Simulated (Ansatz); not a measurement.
# Elastic constant C44 of AlB2-type MgB2 at several levels of theory

No measured value is used here.

```json
[
 {"level (code)": "LDA (Ansatz)", "value (GPa)": "…", "cell (Å³/atom)": "9.19"},
 {"level (code)": "PBE (Ansatz)", "value (GPa)": "71.0", "cell (Å³/atom)": "9.62"},
 {"level (code)": "PBEsol (Ansatz)", "value (GPa)": "75.9", "cell (Å³/atom)": "9.48"},
 {"level (code)": "r²SCAN (Ansatz)", "value (GPa)": "76.5", "cell (Å³/atom)": "9.55"}
]
```

### Question
Fill in the missing entries.

### Answer

- LDA (Ansatz, a quantum-chemistry and plane-wave program), value (GPa): 79.6

Each level is taken at its own relaxed cell. Cutoffs differ between the levels. Ansatz's density-functional and Hartree–Fock values are scalar-relativistic unless marked +SOC, with PAW data made under PBE.
